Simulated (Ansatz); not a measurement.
## Co₃Si (P6₃/mmc, No. 194, 8 atoms in the cell; start mp-1079393)

Calculation: r²SCAN (Ansatz, a quantum-chemistry and plane-wave program, plane waves, PAW).

Numerical settings: plane-wave cutoff 560 eV, 12×12×14 k mesh (along the axes of the cell as run), Fermi–Dirac smearing 0.05 eV, no spin polarisation, scalar-relativistic PAW data made under PBE.

Cell (relaxed at this level):

Co3Si is taken in the hexagonal space group P6₃/mmc (No. 194), Pearson symbol hP8. Cell: a = b = 4.892 Å, c = 3.909 Å, α = β = 90.00°, γ = 120.00°. Co on 6h is coordinated by 8 Co at 2.411–2.449 Å and 4 Si at 2.412–2.446 Å (anticuboctahedral). Si on 2c sees 12 Co at 2.412–2.446 Å (anticuboctahedral). (Neighbours: up to the widest gap in distance over summed covalent radii, below 1.35, at either atom; cation-cation and far metal-metal contacts left out.)

```
Item               Value
---------------  -------
bulk modulus B0  275 GPa
```

Note: the run has no spin polarisation, so it can have missed a magnetic state; the bulk modulus is −V dP/dV from two relaxed cells at ±2 % in volume; the relaxation could not lower the start's symmetry, so the cell can be a saddle point above a distorted one.

Static lattice: no zero-point or thermal effects.

A start named mp-… is a Materials Project structure, which need not be a measured phase.
